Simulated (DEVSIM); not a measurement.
Structure: Ni/SiO2/p-Ge capacitor, at 300 K.

| layer (left to right) | material | thickness (nm) | Na (cm⁻³) |
|---|---|---|---|
| 1 | SiO2 | 19.0 | - |
| 2 | Ge | 1400 | 1.7e17 |

Metal gate on the left, work function 5.1 eV. Fixed charge at the semiconductor interface 0 cm⁻² (in units of +e); no interface traps.

The device is made up for the run: typed textbook-type constants, with dimensions and the other settings drawn at random. Values at 300 K.

| parameter | SiO2 | Ge |
|---|---|---|
| gap (eV) | 9 | 0.664 |
| affinity (eV) | 0.9 | 4 |
| permittivity | 3.9 | 16 |
| Nc (cm⁻³) | - | 1.04e19 |
| Nv (cm⁻³) | - | 6e18 |

Simulated with DEVSIM: 1D Poisson equation in equilibrium, Boltzmann statistics, complete ionisation; no quantum confinement or tunnelling. Metal contacts follow the ideal Schottky-Mott rule: no Fermi-level pinning, no interface dipoles.

Base results: capacitance of the dielectric stack (μF/cm²) 0.182; threshold voltage (band bending 2φF) (V) 2.04; flat-band voltage (V) 0.53; minimum of the low-frequency capacitance (μF/cm²) 0.104.

Q: What follows from this one change: SiO2 thickness 0.019 → 0.01 μm?

A: capacitance of the dielectric stack 0.182 → 0.345 μF/cm²; threshold voltage (band bending 2φF) 2.04 → 1.54 V; flat-band voltage little changed (0.53 V); minimum of the low-frequency capacitance 0.104 → 0.142 μF/cm².

Q: What follows from this one change: fixed charge 0 → -6.6e+11 cm^-2?

A: capacitance of the dielectric stack little changed (0.182 μF/cm²); threshold voltage (band bending 2φF) 2.04 → 2.62 V; flat-band voltage 0.53 → 1.11 V; minimum of the low-frequency capacitance little changed (0.104 μF/cm²).

Q: What follows from this one change: substrate doping 1.7e+17 → 8.5e+16 cm^-3?

A: capacitance of the dielectric stack little changed (0.182 μF/cm²); threshold voltage (band bending 2φF) 2.04 → 1.68 V; flat-band voltage 0.53 → 0.55 V; minimum of the low-frequency capacitance 0.104 → 0.0905 μF/cm².

Q: What follows from this one change: gate work function 5.1 → 5.25 eV?

A: capacitance of the dielectric stack little changed (0.182 μF/cm²); threshold voltage (band bending 2φF) 2.04 → 2.19 V; flat-band voltage 0.53 → 0.68 V; minimum of the low-frequency capacitance little changed (0.104 μF/cm²).

Q: What follows from this one change: interface trap density 0 → 1e+12 cm^-2 eV^-1?

A: capacitance of the dielectric stack little changed (0.182 μF/cm²); threshold voltage (band bending 2φF) 2.04 → 2.35 V; flat-band voltage 0.53 → 0.43 V; minimum of the low-frequency capacitance 0.104 → 0.125 μF/cm².
